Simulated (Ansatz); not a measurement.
Work function of faces of tetragonal indium in PBE and in r2SCAN, in Ansatz (plane waves, PAW). Symmetric slabs relaxed with PBE from ideal cuts in 1x1 cells (the lowest computed cut and spin start of each face; real faces may reconstruct in larger cells); r2SCAN values are single points on them, with the bulk at the same level. No spin-orbit coupling, no U.

```csv
face,PBE (eV),r2SCAN (eV)
(001),3.85,3.99
(100),3.85,3.97
(101),3.85,?
(102),3.79,3.91
(110),3.87,4.02
(112),3.86,3.98
(201),3.78,3.89
(203),3.80,3.91
(211),3.89,4.03
```

Fit a straight line y = a·x + b by least squares to the 8 complete rows (x: PBE (eV); y: r2SCAN (eV)).

the means are x̄ = 3.8362 and ȳ = 3.9625; Σ(x − x̄)² = 0.011588 and Σ(x − x̄)(y − ȳ) = 0.014875, so a = 1.284 and b = ȳ − a·x̄ = -0.962. The largest residual is 0.014.

What does the line predict for the withheld row, (101), and what did the calculation give?

the line gives 3.98; the calculation gave 3.93, a miss of -0.05, larger than any residual of the fitted rows.

Ansatz is a first-principles code.
